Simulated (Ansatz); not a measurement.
tetragonal MoSi2 (0 0 1) on zinc-blende InSb (0 0 1) (film strained to the substrate, started from cuts of the bulks and a machine-learned relaxation; slabs In4Sb4 and Mo8Si12, which can lie off the formulas)

A periodic stack without vacuum, tetragonal MoSi2 (0 0 1) on zinc-blende InSb (0 0 1) (film strained to the substrate, started from cuts of the bulks and a machine-learned relaxation; slabs In4Sb4 and Mo8Si12, which can lie off the formulas): substrate slab In4Sb4, film Mo8Si12, surface cells [[1, 0], [1, 1]] and [[-1, 1], [-1, -1]], film strained by +3.2 and +3.2 %, outermost planes Sb/In and Mo/Mo as cut, which need not be the usual terminations and can put a slab off its formula.

The start was prepared with a machine-learned potential, and the result is one local minimum, with the in-plane cell held and forces under 0.04 eV/Å; the film can end far from its bulk form.

Computed with PBE (plane waves to 420 eV, PAW; Ansatz, a program for electronic structure). No spin–orbit coupling; the runs are not spin-polarised. Its k-point mesh 7×7×1, Fermi–Dirac width 0.05 eV.

| Item | Result |
|---|---|
| interface area | 22.0 Å² |
| period | 26.20 Å |
| heights between the nearest atoms of the two slabs at the two interfaces | 1.78 and 1.59 Å |
| Mo–Sb contacts across the interfaces within 1.22 times the sum of covalent radii | 8, mean 2.90 Å |
| In–Mo contacts across the interfaces within 1.22 times the sum of covalent radii | 5, mean 3.07 Å |
| Sb–Si contacts across the interfaces within 1.22 times the sum of covalent radii | 2, mean 2.91 Å |
| In–Si contacts across the interfaces within 1.22 times the sum of covalent radii | 1, mean 3.01 Å |

```yaml
crystal:
  lattice:
    - [4.69346, -0.00047, -0.03566]
    - [-0.00007, 4.69292, -0.06895]
    - [1.37919, 0.79734, 26.17786]
  atoms:
    - { symbol: In, position: [0.75899, 0.14293, 0.22554] }
    - { symbol: In, position: [0.31102, 0.65426, 0.09839] }
    - { symbol: In, position: [0.47525, 0.71752, 0.45504] }
    - { symbol: In, position: [0.31103, 0.60945, 0.35378] }
    - { symbol: Sb, position: [0.79389, 0.64790, 0.16201] }
    - { symbol: Sb, position: [0.31905, 0.15898, 0.02852] }
    - { symbol: Sb, position: [0.96964, 0.22719, 0.45725] }
    - { symbol: Sb, position: [0.24530, 0.12010, 0.29041] }
    - { symbol: Mo, position: [0.90956, 0.19668, 0.67200] }
    - { symbol: Mo, position: [0.40979, 0.69722, 0.67144] }
    - { symbol: Mo, position: [0.94663, 0.71204, 0.52585] }
    - { symbol: Mo, position: [0.44595, 0.20736, 0.52506] }
    - { symbol: Si, position: [0.93485, 0.20812, 0.57097] }
    - { symbol: Si, position: [0.43539, 0.70462, 0.57003] }
    - { symbol: Si, position: [0.92205, 0.70159, 0.62217] }
    - { symbol: Si, position: [0.42184, 0.20099, 0.62199] }
    - { symbol: Mo, position: [0.83491, 0.17451, 0.96654] }
    - { symbol: Mo, position: [0.33601, 0.66635, 0.96778] }
    - { symbol: Si, position: [0.89717, 0.69283, 0.72098] }
    - { symbol: Si, position: [0.39723, 0.19246, 0.72058] }
    - { symbol: Si, position: [0.88421, 0.18844, 0.77190] }
    - { symbol: Si, position: [0.38448, 0.68805, 0.77189] }
    - { symbol: Mo, position: [0.87240, 0.68404, 0.82097] }
    - { symbol: Mo, position: [0.37213, 0.18356, 0.82057] }
    - { symbol: Si, position: [0.85918, 0.17966, 0.87071] }
    - { symbol: Si, position: [0.35941, 0.67850, 0.87049] }
    - { symbol: Si, position: [0.84622, 0.67614, 0.92575] }
    - { symbol: Si, position: [0.34696, 0.17220, 0.91979] }
```
